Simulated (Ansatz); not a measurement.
Defect: interstitial O in monoclinic ZrO2 strained by +1.5 % along x and y, z held, charge state -2. Level of theory: PBE, PAW (plane waves to 420 eV; Ansatz, a first-principles code).

Settings: 96 host sites, the strained lattice (strain from the relaxed PBE one, atoms relaxed), the Γ point alone, smearing 0.01 eV, spin-restricted, no image-charge correction. Static, classical nuclei. The charge state is imposed; whether it is stable for some Fermi level was not computed. Sites that were not tried may lie lower. The start lies 0.31 eV above the lowest site run (PBE).

Barriers: single points on a 2×2×2 k-point mesh shifted by half a step at the bands' geometries.

Relaxed starting cell (atoms counted from 1):

```
Zr32O65
1.0
   10.53436     0.00000     0.00000
    0.00000    10.64080     0.00000
   -1.83419     0.00000    10.60481
Zr O
32 65
Direct
  0.13011   0.22854   0.35858
  0.13779   0.22620   0.85646
  0.13659   0.72765   0.35587
  0.13882   0.72660   0.85566
  0.63757   0.22785   0.35207
  0.63717   0.22664   0.85539
  0.63680   0.72329   0.35716
  0.63636   0.72843   0.85530
  0.36162   0.27473   0.14405
  0.36100   0.27183   0.64440
  0.36864   0.78575   0.15050
  0.36412   0.77655   0.63613
  0.86399   0.27039   0.14388
  0.86238   0.27064   0.64577
  0.86452   0.77480   0.14421
  0.86252   0.77343   0.64528
  0.36040   0.47684   0.39263
  0.36177   0.47834   0.89434
  0.36160   0.98065   0.37908
  0.36565   0.97147   0.89074
  0.86068   0.47729   0.39542
  0.86292   0.47668   0.89620
  0.85985   0.97571   0.39400
  0.86865   0.97771   0.89745
  0.15408   0.01981   0.11203
  0.13842   0.02129   0.60469
  0.13845   0.52648   0.10572
  0.13592   0.52243   0.60498
  0.63237   0.02011   0.10146
  0.63522   0.02191   0.60347
  0.63644   0.52446   0.10687
  0.63535   0.52074   0.60602
  0.02869   0.08600   0.42742
  0.03574   0.08720   0.92878
  0.02910   0.58402   0.42829
  0.02973   0.58864   0.92527
  0.53263   0.08687   0.42048
  0.52950   0.08784   0.92390
  0.53501   0.57785   0.42475
  0.53059   0.58902   0.92434
  0.46558   0.41648   0.07448
  0.46599   0.41140   0.57505
  0.49130   0.88284   0.04486
  0.46913   0.91434   0.56795
  0.96726   0.41262   0.07380
  0.96774   0.41042   0.57607
  0.97095   0.91239   0.07581
  0.96727   0.91199   0.57537
  0.46678   0.33558   0.32413
  0.46721   0.33703   0.82507
  0.46371   0.81701   0.33872
  0.47053   0.84147   0.80833
  0.96348   0.33841   0.32337
  0.96690   0.33626   0.82540
  0.96015   0.83219   0.32798
  0.96958   0.83731   0.82415
  0.02897   0.16193   0.17637
  0.03133   0.16129   0.67680
  0.02647   0.65774   0.17756
  0.03110   0.66182   0.67648
  0.53673   0.17002   0.16937
  0.53154   0.16281   0.67460
  0.53362   0.66217   0.17780
  0.53205   0.66178   0.67226
  0.22568   0.37290   0.48605
  0.22583   0.37595   0.98522
  0.22664   0.87321   0.48701
  0.22889   0.87616   0.98207
  0.72762   0.36928   0.48657
  0.72711   0.36981   0.98493
  0.72676   0.87017   0.48551
  0.73438   0.87040   0.98286
  0.27329   0.13756   0.00995
  0.26942   0.13015   0.51513
  0.26919   0.63399   0.01297
  0.27164   0.62781   0.51263
  0.76960   0.12633   0.01374
  0.77136   0.12727   0.51439
  0.77049   0.62844   0.01541
  0.77172   0.62748   0.51624
  0.26194   0.13956   0.27001
  0.27192   0.11892   0.76253
  0.27087   0.62041   0.26421
  0.27123   0.61960   0.76331
  0.77260   0.12014   0.26466
  0.77263   0.12216   0.76505
  0.77166   0.61860   0.26564
  0.77083   0.62180   0.76622
  0.22731   0.38376   0.23484
  0.22697   0.37699   0.73572
  0.19559   0.86451   0.24123
  0.22888   0.87595   0.73445
  0.72547   0.37819   0.23521
  0.72682   0.37799   0.73618
  0.72392   0.87820   0.23443
  0.72867   0.87940   0.73415
  0.36554   0.97709   0.18683
```
Cell charge -2.

End state 1 differs by these moves (Å; atoms that move under 0.15 Å are left out):

```
atom  element     Δx     Δy     Δz
----  -------  -----  -----  -----
3          Zr  -0.01  -0.11   0.12
4          Zr  -0.19   0.00   0.19
11         Zr  -0.09  -0.14  -0.05
12         Zr  -0.05  -0.03   0.15
15         Zr   0.34  -0.17  -0.08
19         Zr  -0.03  -0.04   0.17
25         Zr  -0.17   0.05  -0.05
27         Zr  -0.17   0.07  -0.03
28         Zr  -0.04   0.06   0.18
35          O  -0.07   0.15   0.29
36          O   0.17  -0.41  -0.25
43          O  -0.27   0.31   0.33
47          O  -0.15   0.24   0.07
51          O   0.07   0.23  -0.15
52          O  -0.05  -0.05   0.18
54          O  -0.07  -0.16  -0.01
55          O   0.17   0.01  -0.10
59          O  -0.25  -0.53   0.53
75          O   0.09  -0.11   0.06
81          O   0.13  -0.16  -0.05
91          O  -1.14  -1.53  -2.03
97          O  -1.54  -0.99   0.54
```

### Question
Give the forward and backward barriers to end state 1 at the level PBE, PAW.

### Answer
forward 0.67 eV, backward 0.97 eV; at the saddle point atom 91 has neighbours O at 2.35, O at 2.39, O at 2.42, O at 2.56, O at 2.66, O at 2.69; Zr at 2.15, Zr at 2.18, Zr at 2.47, Zr at 2.58 Å. The saddle point's order was not checked.
